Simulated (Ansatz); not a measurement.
Take Ni in the fcc (Cu type) structure (space group Fm-3m, No. 225; a = 3.479 Å; ferromagnetic; relaxed with 0.1 eV smearing) as the base. Axes: x, y, z lie along the cube axes.

All numbers come from r2SCAN (Ansatz, a quantum-chemistry and plane-wave program, PAW, no SOC).

Base values:

- Shortest interatomic distance = 2.460 Å

Modification: biaxial strain +2.25 %, plane normal [001], relaxed out of plane (Cartesian); in-plane vectors clamped, the third vector and the atoms free.

Question: What does the calculation give for the energy relative to the base after the change?

Answer: The energy rises by 8.6 meV/atom.

Question: What happens to the shortest interatomic distance?

Answer: The shortest interatomic distance decreases by 0.0035 Å to 2.456 Å.

Question: Estimate the effect on the in-plane stress.

Answer: The mean in-plane stress (compression positive) is -5.5 GPa.

Question: What happens to the out-of-plane strain?

Answer: The out-of-plane strain is -2.59 %.

The magnetic state is the one reached from the starting moments; the real material's order can differ, and small cells can't hold many antiferromagnetic ones. Whether these cells are dynamically stable was not tested.
